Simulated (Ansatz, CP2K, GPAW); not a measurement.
One structure in several programs: CuGaSe2 (I-42d, 8 atoms in the cell)

Self-consistent single point.

```xyz
8
Lattice="-2.8294 2.8294 5.5579 2.8294 -2.8294 5.5579 2.8294 2.8294 -5.5579" Properties=species:S:1:pos:R:3 pbc="T T T"
Ga     0.0000     0.0000     5.5579
Ga     2.8294     0.0000     2.7790
Cu     0.0000     0.0000     0.0000
Cu     0.0000     2.8294     2.7790
Se     1.4147     1.4147     6.9474
Se     1.4147    -1.4147     4.1685
Se     1.4147     1.4147     1.3895
Se    -1.4147     1.4147     4.1685
```

Shared settings, as Ansatz (a program for electronic structure) writes them: kpoints.mp_grid.grid = 3 3 3; scf.occupations.method = fermi_dirac; scf.occupations.width = 0.05 eV. Potentials and cutoffs stand in the table.

| code | model | pressure (GPa) | largest force (eV/Å) | cutoff |
|---|---|---|---|---|
| Ansatz | PBEsol, default PAW files made with PBE | -2.10 | 0.348 | default |
| CP2K | PBEsol, GPW, DZVP-MOLOPT-SR-GTH basis, GTH-PBE potentials (GTH_POTENTIALS) | -0.47 | 0.373 | grid 600 Ry |
| GPAW | PBEsol, GPAW PAW datasets PBEsol (made by gpaw-setup) | -1.44 | 0.374 | 850 eV |

No clean gap comes from CP2K and GPAW: levels at the Fermi energy touch, overlap or are partly filled at this smearing.

On Ansatz's run: spin polarisation is off.

The spread over the programs that give each value: pressure within 1.63 GPa; largest force within 0.026 eV/Å.

CP2K uses small atom-centred bases, whose incompleteness enters pressures, forces and empty levels differently from a plane-wave cutoff. Ansatz's pressure is given at a fixed set of plane waves, as the other plane-wave codes print theirs; with its correction for the finite basis it is -2.06 GPa. In the pressure, CP2K (by 1.30) lies more than 1 GPa from the median of the plane-wave programs.

The shared mesh is coarse (it stands for a supercell whose shortest vector is 17 Å), so the values are not converged in it.

The starting cell has typed, rounded lattice constants, without a prior relaxation at this level. Its lattice was rescaled by a random factor within 2.5 % of one.

Left out of this page: SIESTA (unsound by tests on forces, stress, charge or solver warnings).

Keys are those of Ansatz 0.2.
